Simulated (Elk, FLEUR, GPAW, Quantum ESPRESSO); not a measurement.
## Code comparison for EuMg2Bi2 (P-3m1, 5 atoms in the cell)

Self-consistent single point, at a second geometry (lattice scaled by 0.98). First geometry:

```
CELL_PARAMETERS angstrom
      4.83111     0.00000     0.00000
     -2.41555     4.18386     0.00000
      0.00000     0.00000     7.88788
ATOMIC_POSITIONS crystal
  Eu 0.00000 0.00000 0.00000
  Mg 0.66667 0.33333 0.63047
  Mg 0.33333 0.66667 0.36953
  Bi 0.66667 0.33333 0.24898
  Bi 0.33333 0.66667 0.75102
```
Moments meant for the start (each program seeds them in its own way; μB, in the order of the atoms Eu Mg Mg Bi Bi): 7.0 0.0 0.0 0.0 0.0.

Shared settings, as Quantum ESPRESSO writes them: occupations = smearing; smearing = gaussian; degauss = 0.0073499 Ry; nspin = 2; K_POINTS = automatic 4 4 2 0 0 0. Potentials and cutoffs stand in the table.

```
code                                                                                                              model  ΔF from the first geometry (meV/atom)  largest force (eV/Å)  size of the net moment (μB/atom)           cutoff
----------------  -----------------------------------------------------------------------------------------------------  -------------------------------------  --------------------  --------------------------------  ---------------
Elk               LDA (PW92), all-electron FP-LAPW, Elk's shipped species files, APW+lo basis with extra local orbitals                                      –                     –                              1.40         rgkmax 8
Quantum ESPRESSO                                                 LDA (PZ), SSSP 1.1.2 efficiency (PBE) pseudopotentials                                  -23.6                 0.248                              1.40            50 Ry
FLEUR                                      LDA (Perdew-Zunger), all-electron FLAPW (FLEUR), scalar-relativistic valence                                      –                 0.201                              1.40  Kmax 3.9 1/bohr
GPAW                                                      LDA (Perdew-Wang 92), GPAW PAW datasets LDA (gpaw-data 1.0.1)                                  -23.5                 0.187                              1.40           850 eV
```

Size of the force on each atom (eV/Å): Sizes of forces hide their directions.

| code | Eu1 | Mg2 | Mg3 | Bi4 | Bi5 |
|---|---|---|---|---|---|
| Quantum ESPRESSO | 0.000 | 0.007 | 0.007 | 0.248 | 0.248 |
| FLEUR | 0.000 | 0.013 | 0.013 | 0.201 | 0.201 |
| GPAW | 0.000 | 0.007 | 0.007 | 0.187 | 0.187 |

A dash marks a value that a program does not give, or that is left out as unsure.

On Elk's run: spin-orbit coupling is off. With one magnetic atom in the cell only a parallel order is possible. With U or open f shells several self-consistent states can exist. The f electrons are in the valence without U or exact exchange, which can misplace them near the Fermi level. Spin-orbit terms, which matter for f shells, are left out.

The spread over the programs that give each value: ΔF from the first geometry within 0.1 meV/atom; largest force within 0.061 eV/Å; size of the net moment within 0.00 μB/atom.

Elk and FLEUR treat all electrons, but the usual bases taken here (sphere radii, linearisation, local orbitals, empty states) were not tested for convergence, so the values are no reference for the others. The same LDA comes in different parametrisations, which differ slightly.

The shared mesh is coarse (it stands for a supercell whose shortest vector is 15 Å), so the values are not converged in it.

The starting cell comes from a database of computed structures (which also holds hypothetical and non-ambient phases and stackings), without a prior relaxation at this level. Its lattice was rescaled by a random factor within 2.5 % of one. For this run, on top of that: lattice scaled by 0.98.

Left out of this page: Ansatz (with a known weakness of the program).
